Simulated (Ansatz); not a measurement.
Defect migration in silicon: interstitial Br, charge state -1. Computed with PBE, PAW (plane waves to 420 eV; Ansatz, a quantum-chemistry and plane-wave program).

Settings: 64 host sites, the relaxed PBE lattice, a 2×2×2 k-point mesh shifted by half a step, smearing 0.01 eV, spin-restricted, no image-charge correction. Energies are static. The charge state is imposed; whether it is stable for some Fermi level was not computed. Sites that were not tried may lie lower.

Relaxed starting cell (atoms counted from 1):

```
CELL_PARAMETERS angstrom
     10.94000     0.00000     0.00000
      0.00000    10.94000     0.00000
      0.00000     0.00000    10.94000
ATOMIC_POSITIONS crystal
  Si 0.00111 0.99874 0.25014
  Si 0.99815 0.00296 0.75160
  Si 0.99813 0.50040 0.25148
  Si 0.99828 0.50059 0.75124
  Si 0.49945 0.99841 0.25076
  Si 0.50023 0.00013 0.75007
  Si 0.51898 0.49688 0.23078
  Si 0.49631 0.50184 0.74985
  Si 0.12340 0.37655 0.12491
  Si 0.11844 0.36945 0.63195
  Si 0.12747 0.87263 0.12698
  Si 0.12200 0.87732 0.62697
  Si 0.63881 0.37100 0.11198
  Si 0.62086 0.37567 0.62244
  Si 0.62458 0.87396 0.12521
  Si 0.62538 0.87487 0.62475
  Si 0.99968 0.25119 0.99950
  Si 0.99854 0.24948 0.49989
  Si 0.99984 0.75042 0.00232
  Si 0.99186 0.75718 0.50204
  Si 0.50044 0.24930 0.99925
  Si 0.50948 0.23625 0.49934
  Si 0.49932 0.74904 0.00167
  Si 0.49913 0.74993 0.50270
  Si 0.12397 0.12381 0.37602
  Si 0.12586 0.12515 0.87625
  Si 0.11105 0.63488 0.37636
  Si 0.12382 0.62578 0.87653
  Si 0.63190 0.11723 0.37374
  Si 0.62503 0.12523 0.87349
  Si 0.62450 0.62441 0.37316
  Si 0.62375 0.62468 0.87423
  Si 0.24975 0.00110 0.00312
  Si 0.24876 0.99895 0.50081
  Si 0.24943 0.50015 0.00019
  Si 0.19264 0.55337 0.55745
  Si 0.74929 0.00008 0.00012
  Si 0.75248 0.99820 0.50155
  Si 0.75580 0.50255 0.99396
  Si 0.74827 0.49999 0.49930
  Si 0.42726 0.31815 0.31868
  Si 0.37476 0.37488 0.87553
  Si 0.37461 0.87364 0.37652
  Si 0.37716 0.88123 0.88203
  Si 0.87364 0.37420 0.37500
  Si 0.87554 0.37511 0.87279
  Si 0.87273 0.87778 0.37426
  Si 0.87472 0.87467 0.87566
  Si 0.24377 0.24380 0.24388
  Si 0.25108 0.24887 0.75076
  Si 0.25024 0.74631 0.25325
  Si 0.24542 0.76435 0.76398
  Si 0.75194 0.24746 0.24879
  Si 0.74715 0.25287 0.74880
  Si 0.74938 0.75069 0.25107
  Si 0.74860 0.74995 0.75058
  Si 0.37530 0.12384 0.12469
  Si 0.37492 0.12345 0.62430
  Si 0.37632 0.62158 0.12599
  Si 0.37172 0.64477 0.64535
  Si 0.87754 0.12353 0.12419
  Si 0.87340 0.12662 0.62567
  Si 0.87474 0.62563 0.12577
  Si 0.87305 0.62476 0.62504
  Br 0.36532 0.49023 0.43872
```
Cell charge -1.

End state 1 differs by these moves (Å; atoms that move under 0.08 Å are left out):

| atom | element | Δx | Δy | Δz |
|---|---|---|---|---|
| 3 | Si | -0.07 | -0.03 | -0.10 |
| 7 | Si | -0.22 | 0.00 | 0.21 |
| 8 | Si | 0.14 | -0.02 | 0.15 |
| 13 | Si | -0.15 | 0.04 | 0.14 |
| 16 | Si | 0.15 | 0.14 | 0.04 |
| 20 | Si | 0.07 | -0.10 | -0.03 |
| 22 | Si | -0.14 | 0.15 | -0.02 |
| 24 | Si | 0.22 | 0.21 | 0.00 |
| 27 | Si | 0.00 | -0.13 | -0.13 |
| 29 | Si | -0.09 | 0.09 | 0.01 |
| 32 | Si | 0.09 | 0.01 | 0.09 |
| 36 | Si | 0.00 | -1.22 | -1.22 |
| 38 | Si | 0.04 | 0.08 | -0.05 |
| 39 | Si | -0.04 | -0.05 | 0.08 |
| 41 | Si | -0.61 | 0.40 | 0.40 |
| 44 | Si | -0.02 | -0.07 | -0.07 |
| 49 | Si | 0.02 | -0.09 | -0.09 |
| 52 | Si | -0.02 | -0.09 | -0.09 |
| 57 | Si | 0.02 | -0.07 | -0.07 |
| 60 | Si | 0.61 | 0.40 | 0.40 |
| 65 | Br | 0.00 | 0.77 | 0.77 |

### Question
Give the forward and backward barriers to end state 1 at the level PBE, PAW.

### Answer
forward 1.38 eV, backward 1.38 eV; at the saddle point atom 36 has neighbours Br at 2.26; 2 Si at 2.26 Å. The saddle point's order was not checked, and it lies on a symmetry element of the cell, where a band can be held.
